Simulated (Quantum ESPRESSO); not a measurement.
Input and output of a self-consistent single point for BaSn3Pd (I4mm, 5 atoms in the cell) (Quantum ESPRESSO).

Method: PBEsol, GBRV 1.5 ultrasoft (PBESOL) pseudopotentials (plane waves; Quantum ESPRESSO).

The change in words: lattice scaled by 0.98. Reference geometry:
```yaml
crystal:
  lattice:
    - [2.41481, -2.41481, 5.51283]
    - [2.41481, 2.41481, 5.51283]
    - [-2.41481, -2.41481, 5.51283]
  atoms:
    - { symbol: Ba, position: [0.00000, 0.99999, 0.99999] }
    - { symbol: Sn, position: [0.50000, 0.74954, 0.24954] }
    - { symbol: Sn, position: [0.50000, 0.24954, 0.74954] }
    - { symbol: Sn, position: [0.00000, 0.41256, 0.41256] }
    - { symbol: Pd, position: [0.00000, 0.65038, 0.65038] }
```

Reference input (self-consistent single point, DFT, PBEsol, plane waves, GBRV 1.5 ultrasoft (PBESOL) pseudopotentials): ecutwfc = 40 Ry; ecutrho = 320 Ry; occupations = smearing; smearing = fd; degauss = 0.0073499 Ry; K_POINTS = automatic 5 5 5 0 0 0; conv_thr = 1e-11 Ry; mixing_beta = 0.7. This run's input differs from it in these lines:

```diff
@@ -10,4 +10,4 @@
   ibrav = 7,
-  celldm(1) = 9.1266628655,
-  celldm(3) = 2.282925247566,
+  celldm(1) = 8.9441304396,
+  celldm(3) = 2.282924891666,
   nat = 5,
```

Output (repeated stretches shortened):

```
     Self-consistent Calculation

     iteration #  1     ecut=    40.00 Ry     beta= 0.70

     negative rho (up, down):  1.450E-01 0.000E+00

     total energy              =    -729.07827318 Ry
     estimated scf accuracy    <      23.16643146 Ry

     iteration #  2     ecut=    40.00 Ry     beta= 0.70

     negative rho (up, down):  1.442E-01 0.000E+00

     total energy              =    -740.56383656 Ry
     estimated scf accuracy    <      60.04686899 Ry

     iteration #  3     ecut=    40.00 Ry     beta= 0.70

     negative rho (up, down):  1.568E-01 0.000E+00

     total energy              =    -745.83143164 Ry
     estimated scf accuracy    <       5.58782890 Ry

   [... 11 blocks of this kind left out ...]

     iteration # 15     ecut=    40.00 Ry     beta= 0.70

     negative rho (up, down):  1.642E-01 0.000E+00

     total energy              =    -745.77779108 Ry
     estimated scf accuracy    <          3.2E-11 Ry

     iteration # 16     ecut=    40.00 Ry     beta= 0.70

     negative rho (up, down):  1.642E-01 0.000E+00
     End of self-consistent calculation

     the Fermi energy is    13.0885 ev

!    total energy              =    -745.77779108 Ry
     estimated scf accuracy    <          1.1E-12 Ry
     smearing contrib. (-TS)   =      -0.00455978 Ry
     internal energy E=F+TS    =    -745.77323130 Ry

     convergence has been achieved in  16 iterations

     negative rho (up, down):  1.642E-01 0.000E+00

     Forces acting on atoms (cartesian axes, Ry/au):

     atom    1 type  1   force =     0.00000000   -0.00000000   -0.00149848
     atom    2 type  2   force =    -0.00000000    0.00000000    0.00325485
     atom    3 type  2   force =     0.00000000    0.00000000    0.00325485
     atom    4 type  2   force =     0.00000000    0.00000000    0.00501426
     atom    5 type  3   force =     0.00000000    0.00000000   -0.01002548

     Total force =     0.012210     Total SCF correction =     0.000006

     negative rho (up, down):  1.642E-01 0.000E+00
          total   stress  (Ry/bohr**3)                   (kbar)     P=       73.04
   0.00049601   0.00000000  -0.00000000           72.97        0.00       -0.00
  -0.00000000   0.00049601   0.00000000           -0.00       72.97        0.00
  -0.00000000   0.00000000   0.00049753           -0.00        0.00       73.19

   JOB DONE.
```

The run converged in 16 iterations. Against the reference run the free energy goes up by 43.7 meV/atom, the pressure goes from 2.08 to 7.30 GPa and the largest force goes from 0.116 to 0.258 eV/Å.

The starting cell comes from a database of computed structures (which also holds hypothetical and non-ambient phases and stackings), without a prior relaxation at this level. Its lattice was rescaled by a random factor within 2.5 % of one. For this run, on top of that: lattice scaled by 0.98. Spin polarisation is off. With a pressure of about 7 GPa the cell is away from its equilibrium volume at this level.

Cost on one core of a shared machine: roughly 5 min.
